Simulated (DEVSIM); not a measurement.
System: Schottky contact on n-type Ge, at 350 K.

| layer (left to right) | material | thickness (μm) | Nd (cm⁻³) | τn (s) | τp (s) |
|---|---|---|---|---|---|
| 1 | Ge | 1.40 | 7.9e16 | 0.00045 | 0.00045 |
| 2 | Ge | 12.0 | 9.6e17 | 0.00045 | 0.00045 |

Left contact: Schottky, work function 4.41 eV, emission velocity 6.1e6 cm/s. Right contact: ohmic. Voltage is applied to the left contact. Recombination: SRH at mid-gap, radiative. Mobility is μmin + (μ − μmin)/(1 + (N/Nref)^α).

Constants are typed, rounded textbook-type inputs, not results; the design itself was drawn at random and stands for no fabricated device. Values at 300 K; Nc and Nv go as T^1.5, mobilities as T to minus their exponent, the gap by Varshni's rule with the affinity fixed.

| parameter | Ge |
|---|---|
| gap (eV) | 0.664 |
| affinity (eV) | 4 |
| permittivity | 16 |
| Nc (cm⁻³) | 1.04e19 |
| Nv (cm⁻³) | 6e18 |
| μn (cm²/Vs) | 3900 |
| μp (cm²/Vs) | 1900 |
| μn,min | 150 |
| μp,min | 100 |
| Nref,n | 2.6e17 |
| Nref,p | 4e17 |
| αn | 0.56 |
| αp | 0.6 |
| T exponent of μn | 1.66 |
| T exponent of μp | 2.33 |
| B (cm³/s) | 6.4e-14 |
| Varshni α (eV/K) | 0.000477 |
| Varshni β (K) | 235 |

Model (solved in DEVSIM): 1D drift-diffusion, Boltzmann statistics, complete ionisation; no tunnelling, impact ionisation, image-force lowering or self-heating. Metal contacts follow the ideal Schottky-Mott rule: no Fermi-level pinning, no interface dipoles.

Task: Tabulate band edges, carrier densities and field at zero bias.

Result: Energies count from the Fermi level of the right contact; mesh points crowd at the junctions.

| x (μm) | Ec (eV) | Ev (eV) | n (cm⁻³) | p (cm⁻³) | field (V/cm) |
|---|---|---|---|---|---|
| 0.000 | 0.410 | -0.234 | 1.6e13 | 3.2e15 | -63000 |
| 0.02772 | 0.268 | -0.376 | 1.8e15 | 2.9e13 | -39000 |
| 0.09078 | 0.161 | -0.484 | 6.4e16 | 8.2e11 | -3500 |
| 0.2196 | 0.154 | -0.490 | 7.9e16 | 6.6e11 | ≈ 0 |
| 0.6560 | 0.154 | -0.490 | 7.9e16 | 6.6e11 | ≈ 0 |
| 1.054 | 0.154 | -0.490 | 7.9e16 | 6.6e11 | ≈ 0 |
| 1.249 | 0.154 | -0.490 | 7.9e16 | 6.6e11 | ≈ 0 |
| 1.362 | 0.149 | -0.495 | 9.4e16 | 5.6e11 | -2900 |
| 1.395 | 0.117 | -0.527 | 2.7e17 | 1.9e11 | -25000 |
| 1.420 | 0.079 | -0.565 | 9.4e17 | 5.5e10 | -1000 |
| 1.472 | 0.079 | -0.566 | 9.6e17 | 5.4e10 | ≈ 0 |
| 1.652 | 0.079 | -0.566 | 9.6e17 | 5.4e10 | ≈ 0 |
| 1.974 | 0.079 | -0.566 | 9.6e17 | 5.4e10 | ≈ 0 |
| 2.671 | 0.079 | -0.566 | 9.6e17 | 5.4e10 | ≈ 0 |
| 5.103 | 0.079 | -0.566 | 9.6e17 | 5.4e10 | ≈ 0 |
| 8.892 | 0.079 | -0.566 | 9.6e17 | 5.4e10 | ≈ 0 |
| 11.41 | 0.079 | -0.566 | 9.6e17 | 5.4e10 | ≈ 0 |
| 12.50 | 0.079 | -0.566 | 9.6e17 | 5.4e10 | ≈ 0 |
| 13.10 | 0.079 | -0.566 | 9.6e17 | 5.4e10 | ≈ 0 |
| 13.28 | 0.079 | -0.566 | 9.6e17 | 5.4e10 | ≈ 0 |
| 13.36 | 0.079 | -0.566 | 9.6e17 | 5.4e10 | ≈ 0 |
| 13.40 | 0.079 | -0.566 | 9.6e17 | 5.4e10 | ≈ 0 |
